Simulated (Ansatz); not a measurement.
Density of states of ZnO (P6_3mc) above the conduction band minimum, PBEsol with spin-orbit coupling, rigid bands (Ansatz, a quantum-chemistry and plane-wave program); cell volume 47.1 Å³.

```json
[
 {"energy from edge (eV)": "0.006", "10⁻³ states/eV/cell": "1.31"},
 {"energy from edge (eV)": "0.031", "10⁻³ states/eV/cell": "3.06"},
 {"energy from edge (eV)": "0.056", "10⁻³ states/eV/cell": "4.37"},
 {"energy from edge (eV)": "0.081", "10⁻³ states/eV/cell": "5.53"},
 {"energy from edge (eV)": "0.106", "10⁻³ states/eV/cell": "6.83"},
 {"energy from edge (eV)": "0.131", "10⁻³ states/eV/cell": "8.03"},
 {"energy from edge (eV)": "0.156", "10⁻³ states/eV/cell": "9.12"},
 {"energy from edge (eV)": "0.181", "10⁻³ states/eV/cell": "10.4"},
 {"energy from edge (eV)": "0.206", "10⁻³ states/eV/cell": "11.7"},
 {"energy from edge (eV)": "0.231", "10⁻³ states/eV/cell": "13.1"},
 {"energy from edge (eV)": "0.256", "10⁻³ states/eV/cell": "14.4"},
 {"energy from edge (eV)": "0.281", "10⁻³ states/eV/cell": "15.8"},
 {"energy from edge (eV)": "0.319", "10⁻³ states/eV/cell": "18.2"},
 {"energy from edge (eV)": "0.344", "10⁻³ states/eV/cell": "19.6"},
 {"energy from edge (eV)": "0.369", "10⁻³ states/eV/cell": "21.1"},
 {"energy from edge (eV)": "0.394", "10⁻³ states/eV/cell": "22.6"},
 {"energy from edge (eV)": "0.419", "10⁻³ states/eV/cell": "24.3"},
 {"energy from edge (eV)": "0.444", "10⁻³ states/eV/cell": "26.0"},
 {"energy from edge (eV)": "0.469", "10⁻³ states/eV/cell": "27.8"},
 {"energy from edge (eV)": "0.494", "10⁻³ states/eV/cell": "29.4"},
 {"energy from edge (eV)": "0.519", "10⁻³ states/eV/cell": "31.1"},
 {"energy from edge (eV)": "0.544", "10⁻³ states/eV/cell": "33.0"},
 {"energy from edge (eV)": "0.569", "10⁻³ states/eV/cell": "34.5"},
 {"energy from edge (eV)": "0.594", "10⁻³ states/eV/cell": "36.6"}
]
```

### Question
What effective density of states at 300 K does this give (∫ g(E) exp(−E/k_BT) dE, both spins, divided by the cell's size)?

### Answer
1.4e18 cm⁻³, a density-of-states mass of 0.147 mₑ, valleys and band degeneracy included.

Geometry: cell and atoms relaxed with PBEsol.
